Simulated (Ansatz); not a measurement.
## LaPt3Si (space group P4mm, No. 99; a cell from a computed database, its experimental status unchecked)

Space group P4mm (No. 99); a = b = 4.0915 Å, c = 5.4615 Å, α = β = γ = 90.00°

```csv
atom,site,symmetry,x,y,z
La,1b,4mm,0.5000,0.5000,0.6938
Si,1a,4mm,0.0000,0.0000,0.9707
Pt,2c,2mm.,0.0000,0.5000,0.1977
Pt,1a,4mm,0.0000,0.0000,0.5484
```

All numbers come from Ansatz (a program for electronic structure) PBEsol, without spin-orbit coupling. Γ-centred 11×11×9 mesh, Fermi–Dirac width 0.05 eV.

```yaml
volume_per_atom: 18.29 Å³
density: 13.66 g/cm³
band_gap: zero
total_energy: -8787.930 eV/atom (σ→0; compares only within this code and set-up)
```

Stability against distortions was not tested. All final runs are without spin polarisation. An odd electron count without spin: LaPt3Si.
